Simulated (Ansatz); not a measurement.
BaTiP2O8 (C2/m), PBEsol, rigid bands (Ansatz, a first-principles code). Band gap 2.77 eV, N_c = 3.37e20 cm⁻³ and N_v = 2.63e20 cm⁻³ at 300 K, conductivity masses along y (a = (4.16, -2.60, 0.01) Å; b = (4.16, 2.60, 0.01) Å; c = (-0.55, 0.00, 7.65) Å) of 1.03 mₑ (electrons) and 1.32 mₑ (holes). Take k_BT = 0.02585 eV.

What thermal injection velocity √(2k_BT/πm) limits a ballistic channel along the direction named?

5.30e6 cm/s for electrons and 4.68e6 cm/s for holes, a ratio of √(m_h/m_e) = 1.13, for dilute carriers.

A film of it is 2 nm thick, with its normal along the direction named. Estimate the confinement energies in an infinite well.

ħ²π²/(2m t²) = 0.376 eV·nm²/(m/mₑ × t²) gives 91.3 meV for electrons and 71.2 meV for holes, so the gap would widen to about 2.93 eV. Finite barriers and nonparabolic bands lower this, and with several valleys or bands the heaviest mass along the normal sets the lowest level, not this average.

Find the intrinsic carrier density and the intrinsic Fermi level.

n_i = √(N_c N_v) exp(−E_g/2k_BT) = 2.98e20 × exp(−53.57) = 1.6e-3 cm⁻³. The level lies (k_BT/2) ln(N_v/N_c) = -3 meV from mid-gap (positive towards the conduction band). Each 0.1 eV added to the gap lowers n_i by a factor of 6.9.

Rigid bands with the computed gap; masses take one relaxation time for all states. Spin-orbit coupling is left out; where it splits the top of the valence band, N_v and the p-type Seebeck coefficient come out somewhat high without it.

Computed structure with no diffraction record at hand here (it may be known, metastable or hypothetical): BaTiP2O8 (C2/m).
